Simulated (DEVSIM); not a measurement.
System: CdS/CdTe n-p heterojunction, at 350 K.

Layer 1 from the left is CdS, thickness (μm) 0.900, Nd (cm⁻³) 1.7e16, τn (s) 5.9e-9, τp (s) 5.9e-9. Layer 2 from the left is CdTe, thickness (μm) 1.40, Na (cm⁻³) 6e16, τn (s) 1.8e-10, τp (s) 5.9e-9.

Left contact: ohmic. Right contact: ohmic. Voltage is applied to the left contact. Recombination: SRH at mid-gap, Auger. Mobility is constant in doping.

Constants are typed, rounded textbook-type inputs, not results; the design itself was drawn at random and stands for no fabricated device. Values at 300 K; Nc and Nv go as T^1.5, mobilities as T to minus their exponent, the gap by Varshni's rule with the affinity fixed.

CdS: gap (eV) 2.4, affinity (eV) 4.3, permittivity 9, Nc (cm⁻³) 2.2e18, Nv (cm⁻³) 1.8e19, μn (cm²/Vs) 300, μp (cm²/Vs) 25, T exponent of μn 1.5, T exponent of μp 1.5, Cn (cm⁶/s) 1e-30, Cp (cm⁶/s) 1e-30, Varshni α (eV/K) 0.00039, Varshni β (K) 103. CdTe: gap (eV) 1.5, affinity (eV) 4.28, permittivity 10.2, Nc (cm⁻³) 8e17, Nv (cm⁻³) 1.8e19, μn (cm²/Vs) 1000, μp (cm²/Vs) 80, T exponent of μn 1.7, T exponent of μp 1.5, Cn (cm⁶/s) 1e-30, Cp (cm⁶/s) 1e-30, Varshni α (eV/K) 0.00031, Varshni β (K) 108.

Model (solved in DEVSIM): 1D drift-diffusion, Boltzmann statistics, complete ionisation; no tunnelling, impact ionisation, image-force lowering or self-heating. Band offsets follow the typed affinities; no thermionic-emission limit at abrupt steps, no polarisation charge.

Q: What does the simulation give for the dark forward voltage at 100 A/cm², the largest field in the device at zero bias, the potential step across the device at zero bias?

A: dark forward voltage at 100 A/cm² 1.144 V; largest field in the device at zero bias 77000 V/cm; potential step across the device at zero bias 1.133 V.
